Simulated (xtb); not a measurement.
xtb 6.7.1, GFN2-xTB: Zr(F)3(OEt) (CC[O][Zr]([F])([F])[F]), 12 atoms. The geometry is a generated start, not checked to be a minimum at this level.

```json
{
 "run_flags": "--grad",
 "method": "GFN2-xTB",
 "--acc": "1 (default)",
 "--etemp (K)": "300 (default)",
 "basis_functions": "39",
 "valence_electrons": "44"
}
```

```xyz
12

Zr    -1.2012     0.2153     1.7456
F     -1.0003     2.0428     1.4687
F     -0.4938    -0.2515     3.4030
F     -2.9767    -0.2660     1.4915
O     -0.1951    -0.6555     0.4620
C      0.3434     0.2137    -0.5224
C      1.1081    -0.5968    -1.5671
H     -0.4934     0.7639    -1.0130
H      1.0371     0.9288    -0.0271
H      0.4324    -1.3066    -2.0396
H      1.5304     0.0602    -2.3231
H      1.9090    -1.1483    -1.0785
```

Charge 0 and multiplicity 1 are set for this test and not shown to be the ground state.

One run each on 1 thread. Values of broydamp tried: 0.02, 0.05, 0.1, 0.2, 0.4 (default), 0.6, 0.8, 1.

Question: Which value of broydamp needs the fewest SCC iterations, and what happens away from it?

Answer: Fewest SCC iterations, within one of each other: 0.4 (default) with 12, 0.6 with 11, 0.8 with 11, 1 with 12. The count rises to 18 at 0.02. All converge to one solution.

```
broydamp       SCC iterations            end
-------------  --------------  -------------
0.02                       18  same solution
0.05                       16  same solution
0.1                        14  same solution
0.2                        13  same solution
0.4 (default)              12  same solution
0.6                        11  same solution
0.8                        11  same solution
1                          12  same solution
```
